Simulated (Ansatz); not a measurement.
The starting structures come from a database of crystals and need not be the phases stable at ambient conditions.

 Where the default PAW files enter, the runs use the earlier of Ansatz's two default sets.

The decay constant κ of evanescent states in the gap governs leakage through a thin film.

```xyz
6
Lattice="3.2431 0.0000 0.0000 0.0000 5.9654 0.0000 0.0000 0.0000 6.7235" Properties=species:S:1:pos:R:3 pbc="T T T"
Sb     1.6216     4.0676     5.7721
Sb     1.6216     1.8978     0.9514
Sb     0.0000     1.0849     4.3131
Sb     0.0000     4.8805     2.4104
Os     1.6216     2.9827     3.3617
Os     0.0000     0.0000     0.0000
```

Space group of this cell: Pnnm. The cell is taken as given.

Transport runs along the normal of the first two printed cell vectors.

The gap is the functional's own, uncorrected, and κ follows it; spin-orbit coupling is left out. Mid-gap values are interpolated between the computed energies.

### Question
Give the band gap and the smallest decay constant κ at mid-gap that Ansatz (a first-principles code) with r2SCAN yields.

### Answer
Gap 0.56 eV on a 10×6×6 mesh; κ = 0.128 1/Å, at (0.200, 0.000) of the in-plane reciprocal vectors. At the zone centre, at the nearest computed energy, the slowest state has κ = 0.18 1/Å.
